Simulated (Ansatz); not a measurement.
**KCl: uniaxial strain ε_zz = +0.99 %**

The parent structure is KCl in the rock salt structure (space group Fm-3m, No. 225; a = 6.2437 Å). Axes: x, y, z lie along the cube axes.

Now apply this change: the cell is stretched by 0.99 % along z with no lateral relaxation, atoms relaxed at fixed cell.

Level of theory: PBEsol in Ansatz (plane waves to 420 eV, PAW, without spin-orbit coupling). Settings: 9×9×9 k-points, 0.05 eV Fermi–Dirac smearing.

| quantity | base | changed | shift |
|---|---|---|---|
| shortest interatomic distance | 3.122 Å | 3.122 Å | 0.000 Å |
| energy relative to the base (free energy F) | 0 meV/atom | +0.4 meV/atom | +0.4 meV/atom |
| pressure (mean of the normal stresses, compression positive) | 0.00 GPa | -0.17 GPa | -0.17 GPa |
| band gap | 5.10 eV | 5.07 eV | -0.03 eV |
| gap character | direct at Γ | direct at Γ | – |
| electron mass | 0.43 mₑ (at Γ) | 0.44 mₑ (at Γ) | – |
| valence-band top at Γ (three highest levels, from the VBM) | 0.00, 0.00, 0.00 eV | 0.00, 0.00, -0.01 eV | – |
| valley order (the lowest conduction-band minima on the path, energy above the VBM, named in the base's zone) | Γ 5.10 eV; X along ⟨100⟩ 6.37 eV | Γ 5.07 eV; X along [100] 6.37 eV; X along [001] 6.39 eV | – |
| stress (xx, yy, zz, yz, xz, xy; compression positive) | – | (-0.06, -0.06, -0.40, 0.00, 0.00, 0.00) GPa | – |

Final structure:

```
CELL_PARAMETERS angstrom
      0.00000     3.12185     3.15275
      3.12185     0.00000     3.15275
      3.12185     3.12185     0.00000
ATOMIC_POSITIONS crystal
  Cl 0.00000 0.00000 0.00000
  K  0.50000 0.50000 0.50000
```

Cost of the whole job for the changed cell (relaxation, final SCF and bands): around 8 core-seconds (rough).

Effective masses come from finite differences of ±0.01 Å⁻¹. Whether these cells are dynamically stable was not tested. Labels are those of the standard path for the cell's own space group.

Ansatz is a quantum-chemistry and plane-wave program.
